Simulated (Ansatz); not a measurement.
BeSe (model structure, started from the MnP type, Pnma, No. 62, 8 atoms in the cell): properties by level of theory

```
level (code)         equilibrium volume per atom (Å³/atom)  enthalpy of formation (eV/atom)
-------------------  -------------------------------------  -------------------------------
PBE (Ansatz)                                         19.10                       (withheld)
PBEsol (Ansatz)                                 (withheld)                           -0.686
PBE-D3(BJ) (Ansatz)                                  17.38                       (withheld)
```

Q: Complete the blanks.

A: 
- PBE (Ansatz, an electronic-structure program), enthalpy of formation (eV/atom): -0.693
- PBEsol (Ansatz), equilibrium volume per atom (Å³/atom): 17.88
- PBE-D3(BJ) (Ansatz), enthalpy of formation (eV/atom): -0.638

Ansatz's density-functional and Hartree–Fock values are scalar-relativistic unless marked +SOC, with PAW data made under PBE.

A model structure was made by putting elements into a prototype or built by hand; it is no filed structure, need not be a known phase, and can be a saddle point held by its symmetry.
